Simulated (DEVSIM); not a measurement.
Device: Schottky contact on n-type InP, at 300 K.

Layer 1 from the left is InP, thickness (μm) 14.0, Nd (cm⁻³) 1.7e15, τn (s) 6.2e-8, τp (s) 6.2e-8.

Left contact: Schottky, work function 5.43 eV, emission velocity 1.6e6 cm/s. Right contact: ohmic. Voltage is applied to the left contact. Recombination: SRH at mid-gap. Mobility is μmin + (μ − μmin)/(1 + (N/Nref)^α).

This is a model device: material constants are rounded textbook-type values typed into the input, and sizes, dopings and lifetimes were drawn at random. Values at 300 K.

InP: gap (eV) 1.344, affinity (eV) 4.38, permittivity 12.5, Nc (cm⁻³) 5.7e17, Nv (cm⁻³) 1.1e19, μn (cm²/Vs) 5200, μp (cm²/Vs) 170, μn,min 400, μp,min 10, Nref,n 3e17, Nref,p 4.9e17, αn 0.47, αp 0.62.

DEVSIM, 1D drift-diffusion, Boltzmann statistics, complete ionisation; no tunnelling, impact ionisation, image-force lowering or self-heating. Metal contacts follow the ideal Schottky-Mott rule: no Fermi-level pinning, no interface dipoles.

Dark forward current:

```tsv
|V| (V)	|J| (A/cm²)
0.05	1.719e-10
0.10	6.103e-10
0.15	1.842e-9
0.20	5.585e-9
0.25	1.851e-8
0.30	7.256e-8
0.35	3.495e-7
0.40	1.998e-6
0.45	1.266e-5
0.50	8.426e-5
0.55	0.0005729
0.60	0.003928
0.65	0.02698
0.70	0.1843
0.75	1.211
0.80	6.622
0.85	23.03
0.90	50.77
0.95	85.45
1.00	124.2
1.05	165.6
1.10	209.0
1.15	254.0
1.20	300.2
1.25	347.4
1.30	395.6
```

Q: Work out the local ideality factor n = ΔV / (kT/q · ln(J2/J1)) between the rows 0.15 and 0.20 V, 0.60 and 0.65 V, 1.25 and 1.30 V.

A: kT/q = 25.85 mV. From 0.15 to 0.20 V: ln(5.585e-9/1.842e-9) = 1.109, n = 1.74. From 0.60 to 0.65 V: ln(0.02698/0.003928) = 1.927, n = 1.00, near the 1 of diffusion or emission over a barrier. From 1.25 to 1.30 V: ln(395.6/347.4) = 0.130, n = 14.89.

Q: Estimate the current at 0.55 V for emission alone, J0 = q v N_band exp(−φB/kT), and read the barrier back from the simulated current.

A: φB = 1.050 eV, N_band = 5.70e17 cm⁻³, J0 = 3.34e-13 A/cm²; J = J0 (exp(qV/kT) − 1) = 0.000581 A/cm². The simulation gives 0.000573 A/cm²; the estimate lies 1.5 % above. Read backwards, the simulated current gives an apparent barrier of 1.050 eV. The estimate leaves out transport through the depletion region and minority injection.
